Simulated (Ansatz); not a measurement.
Results of r²SCAN-D4 (Ansatz, a quantum-chemistry and plane-wave program, plane waves, PAW) for cubic perovskite BaHfO3.

Settings: plane-wave cutoff 560 eV, 8×8×8 k mesh, Fermi–Dirac smearing 0.01 eV, scalar-relativistic PAW data made under PBE.

Cell (relaxed at this level):

```cif
data_BaHfO3
_chemical_formula_sum 'Ba1 Hf1 O3'
_space_group_name_H-M_alt 'Pm-3m'
_space_group_IT_number 221
_space_group_name_Hall '-P 4 2 3'
_cell_length_a 4.17045
_cell_length_b 4.17045
_cell_length_c 4.17045
_cell_angle_alpha 90.000
_cell_angle_beta 90.000
_cell_angle_gamma 90.000
loop_
_atom_site_label
_atom_site_type_symbol
_atom_site_symmetry_multiplicity
_atom_site_Wyckoff_symbol
_atom_site_fract_x
_atom_site_fract_y
_atom_site_fract_z
_atom_site_occupancy
Ba1 Ba 1 a 0.00000 0.00000 0.00000 1
Hf1 Hf 1 b 0.50000 0.50000 0.50000 1
O1 O 3 c 0.00000 0.50000 0.50000 1
```

Task: Estimate the band gap and smallest direct gap on the k points sampled that the calculation returns.

Result: 
band gap: 4.21 eV
smallest direct gap on the k points sampled: 4.32 eV

Spin–orbit coupling is not included.

The computed numbers hold no vibrational or temperature effects.

It cost around 3 core-minutes (rough) of CPU time.
